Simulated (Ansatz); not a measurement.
A self-consistent single point of Lu₂SeO₂ (P3m1, 5 atoms in the cell) with Ansatz (a program for electronic structure).

Computed with PBEsol, harder PAW files (source: ansatz) made with PBE (plane waves; Ansatz).

The change in words: lattice scaled by 0.98; basis.ecutwfc: 30.9 Ry → 58.1 Ry; hamiltonian.pseudopotentials: {kind: paw} (the program's default PAW files) → {kind: paw, source: ansatz}. Reference geometry:
```
Lu2SeO2
1.0
    3.72723     0.00000     0.00000
   -1.86361     3.22788     0.00000
    0.00000     0.00000     6.66678
Lu Se O
2 1 2
Direct
  0.33333   0.66667   0.30070
  0.66667   0.33333   0.70680
  0.00000   0.00000   0.00000
  0.33333   0.66667   0.62510
  0.66667   0.33333   0.37490
```

Reference input (self-consistent single point, DFT, PBEsol, plane waves, default PAW files made with PBE): basis.ecutwfc = 30.9 Ry; kpoints.mp_grid.grid = 7 7 3; hamiltonian.xc = pbesol; hamiltonian.pseudopotentials = {kind: paw} (the program's default PAW files); scf.occupations.method = fermi_dirac; scf.occupations.width = 0.0015 Ry. This run's input differs from it in these lines:

Ansatz 0.2 input:
```diff
@@ -2,5 +2,5 @@
   lattice:
-    - [3.727228, 0.000000, 0.000000]
-    - [-1.863614, 3.227875, 0.000000]
-    - [0.000000, 0.000000, 6.666781]
+    - [3.652683, 0.000000, 0.000000]
+    - [-1.826342, 3.163318, 0.000000]
+    - [0.000000, 0.000000, 6.533445]
   atoms:
@@ -12,3 +12,3 @@
 basis:
-  ecutwfc: 30.9 Ry
+  ecutwfc: 58.1 Ry
 kpoints:
@@ -17,3 +17,3 @@
   xc: pbesol
-  pseudopotentials: { kind: paw }
+  pseudopotentials: { kind: paw, source: ansatz }
 scf:
```

Output, abridged:

```
SCF iter   1: F=—  HF=-35811.445519 eV  |F-HF|=—  |Δ(HF+E_count)|=         —  Δρ=9.69e-2  dr2=7.15e0  ethr=3.10e-3  ⟨swp⟩=6.6  Hψ=3649  notcnv=0
all-band conjugate gradients solve this SCF's bands
preconditioner: auto → Resta (q_TF=auto, 2.743 Å⁻¹)
SCF iter   2: F=—  HF=-35809.487080 eV  |F-HF|=—  |Δ(HF+E_count)|=    1.96e0  Δρ=3.79e-2  dr2=9.42e-1  ethr=3.10e-3  ⟨swp⟩=4.3  Hψ=2207  notcnv=0  defer=50
   [... lines left out ...]
SCF iter   9: F=—  HF=-35808.954263 eV  |F-HF|=—  |Δ(HF+E_count)|=   1.09e-4  Δρ=1.74e-4  dr2=1.33e-5  ethr=3.53e-8  ⟨swp⟩=2.0  Hψ=1696  notcnv=0  defer=47
SCF iter  10: F=—  HF=-35808.954257 eV  |F-HF|=—  |Δ(HF+E_count)|=   6.47e-6  Δρ=2.97e-5  dr2=7.41e-7  ethr=1.70e-8  ⟨swp⟩=2.0  Hψ=1745  notcnv=0  defer=47
SCF iter  11: F=—  HF=-35808.954257 eV  |F-HF|=—  |Δ(HF+E_count)|=   4.43e-7  Δρ=1.71e-5  dr2=1.73e-7  ethr=9.50e-10  ⟨swp⟩=2.0  Hψ=1424  notcnv=0  defer=47
SCF iter  12: F=-35808.954257 eV  HF=-35808.954257 eV  |F-HF|=2.98e-10  |Δ(HF+E_count)|=   3.76e-8  Δρ=4.70e-6  dr2=9.96e-9  ethr=1.28e-10  ⟨swp⟩=14.7  Hψ=5281  notcnv=0
SCF 1 converged in 12 iterations: F = -35808.954257 eV  dr2 = 9.96e-9
Free energy (F): -35808.954257 eV
Internal energy: -35808.954257 eV  (E = F + TS)
E sigma→0 (E₀):  -35808.954257 eV
Fermi energy:    16.052384 eV
--- Forces (eV/Å), atoms counted from 1 ---
  atom   1  Lu    -0.00000000     0.00000000    -1.60835092
  atom   2  Lu     0.00000000    -0.00000000     1.07295794
  atom   3  Se     0.00000000     0.00000000     0.08801480
  atom   4  O     -0.00000000     0.00000000     0.40970321
  atom   5  O      0.00000000    -0.00000000     0.03767412
--- Stress (GPa, compression-positive) ---
        8.753030       0.000000       0.000000
        0.000000       8.753030      -0.000000
        0.000000      -0.000000       9.621051
  P = ⅓ Tr σ = 9.0424 GPa (90.424 kbar)
  The stress holds the Pulay correction. Without it, at fixed plane waves, as pw.x and ABINIT print it: P = 8.8725 GPa
```

The run converged in 12 iterations. Against the reference run the pressure goes from -0.15 to 9.04 GPa, the largest force goes from 1.020 to 1.608 eV/Å and the gap on the mesh goes from 1.623 to 1.663 eV.

The starting cell comes from a database of computed structures (which also holds hypothetical and non-ambient phases and stackings), without a prior relaxation at this level. Its lattice was rescaled by up to half a per cent. One atom was moved a little off its site on purpose. For this run, on top of that: lattice scaled by 0.98. Spin-orbit coupling is off. Forces in this geometry exceed 1 eV/Å. Ansatz's pressure includes its estimate of the finite-basis (Pulay) stress. The cutoff lies below the one recommended for these files.
